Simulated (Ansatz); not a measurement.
The starting structures come from a database of crystals and need not be the phases stable at ambient conditions.

 Where the default PAW files enter, the runs use the earlier of Ansatz's two default sets.

Tunnelling through a barrier is set by its complex band structure: the current falls as exp(−2κd) with the smallest κ.

Input:

```
PdO3Se
1.0
    7.12530     0.04536     0.00000
    3.46168     6.08115     0.00000
    3.56265     0.02268     3.52335
Pd Se O
2 2 6
Direct
  0.00000   0.00000   0.50000
  0.50000   0.00000   0.50000
  0.67449   0.63851   0.00000
  0.32551   0.36149   0.00000
  0.43060   0.29070   0.60728
  0.56940   0.70930   0.39272
  0.96212   0.70930   0.60728
  0.03788   0.29070   0.39272
  0.60932   0.14104   0.00000
  0.39068   0.85896   0.00000
```

Space group of this cell: C2/m. The cell was relaxed by PBE-D3(BJ); by PBEsol its mean pressure is -2.8 GPa.

Transport runs along the normal of the first two printed cell vectors.

The gap is the functional's own. No spin-orbit coupling. Mid-gap values are interpolated on the energy grid.

### Question
State the band gap and the smallest decay constant κ at mid-gap according to PBEsol in Ansatz (a program for electronic structure).

### Answer
Gap 0.68 eV on a 8×6×8 mesh; κ = 0.281 1/Å, at (0.167, 0.000) of the in-plane reciprocal vectors. At the zone centre, at the nearest computed energy, the slowest state has κ = 0.29 1/Å.
